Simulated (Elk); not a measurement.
A self-consistent single point of AlAu2 (P1, 3 atoms in the cell) with Elk.

Method: LDA (PW92), all-electron FP-LAPW, Elk's shipped species files, LAPW+lo basis (Elk).

The change in words: lattice scaled by 0.98. Reference geometry:
```
AlAu2
1.0
   -1.67152     1.67152     4.39907
    1.67152    -1.67152     4.39907
    1.67152     1.67152    -4.39907
Al Au
1 2
Direct
  0.01331   0.00681   0.01482
  0.66123   0.67539   0.02523
  0.32546   0.31779   0.95994
```

Reference input (self-consistent single point, DFT, LDA (PW92), all-electron FP-LAPW, Elk's shipped species files, LAPW+lo basis): xctype = 3; rgkmax = 7.5; stype = 0; swidth = 0.00367493 Ha; ngridk = 6 6 8; gmaxvr = 16 1/bohr; nxoapwlo = 1; rmtscf = 0.87. This run's input differs from it in these lines:

```diff
@@ -28,5 +28,5 @@
 avec
-   -1.6715150000    1.6715150000    4.3990750000
-    1.6715150000   -1.6715150000    4.3990750000
-    1.6715150000    1.6715150000   -4.3990750000
+   -1.6380850000    1.6380850000    4.3110940000
+    1.6380850000   -1.6380850000    4.3110940000
+    1.6380850000    1.6380850000   -4.3110940000
```

Log, with long lists cut:

```
│ Self-consistent loop started │
│ Loop number : 1 │
 total energy                :     -38287.4844740
│ Loop number : 2 │
 total energy                :     -38289.0083117
RMS change in Kohn-Sham potential (target) :   0.2401453339     (  0.1000000000E-05)
Absolute change in total energy (target)   :    1.523837661     (  0.1000000000E-03)
│ Loop number : 3 │
 total energy                :     -38300.0830078
RMS change in Kohn-Sham potential (target) :   0.1676766694     (  0.1000000000E-05)
Absolute change in total energy (target)   :    11.45565557     (  0.1000000000E-03)
│ Loop number : 4 │
   [... lines left out ...]
Absolute change in total energy (target)   :   0.1670328144E-02 (  0.1000000000E-03)
│ Loop number : 14 │
 total energy                :     -38316.7282004
RMS change in Kohn-Sham potential (target) :   0.1130166537E-05 (  0.1000000000E-05)
Absolute change in total energy (target)   :   0.3567052772E-04 (  0.1000000000E-03)
│ Loop number : 15 │
 total energy                :     -38316.7281834
RMS change in Kohn-Sham potential (target) :   0.5977888840E-06 (  0.1000000000E-05)
Absolute change in total energy (target)   :   0.2595003753E-04 (  0.1000000000E-03)
Convergence targets achieved

│ Loop number : 16 │

Energies :
 Fermi                       :     0.416118475129
 total energy                :     -38316.7280964

Density of states at Fermi energy :    9.699213591
 (states/Hartree/unit cell)

Estimated indirect band gap :   0.2615453174E-02
 from k-point    109 to k-point    270
Estimated direct band gap   :   0.3008978948E-01
 at k-point     52

Charges :
 core                        :    100.0000000
 valence                     :    71.00000000
 interstitial                :    5.531280828
 muffin-tins (core leakage)
  species :    1 (Al)
   atom    1                 :    10.72362554     (  0.2182291798E-02)
  species :    2 (Au)
   atom    1                 :    77.37795380     (  0.6974839754E-03)
   atom    2                 :    77.36713983     (  0.6970208589E-03)
 total in muffin-tins        :    165.4687192
 total calculated charge     :    170.9843371
 total charge                :    171.0000000
 error                       :   0.1566285970E-01

│ Self-consistent loop stopped │
```

The run converged in 16 iterations. The count includes the last loop, which Elk runs after its targets are met. Against the reference run the total energy goes down by 9.9 meV/atom.

The starting cell comes from a database of computed structures (which also holds hypothetical and non-ambient phases and stackings), without a prior relaxation at this level. Its atoms were displaced at random from the sites of space group no. 139. For this run, on top of that: lattice scaled by 0.98. Spin-orbit coupling is off. Values depend on the basis (sphere radii, cutoffs, local orbitals), which need not be converged. The log's line on a gap gives a spacing of levels on this mesh, which the program prints for metals too.

Cost on one core of a shared machine: roughly 8 min.
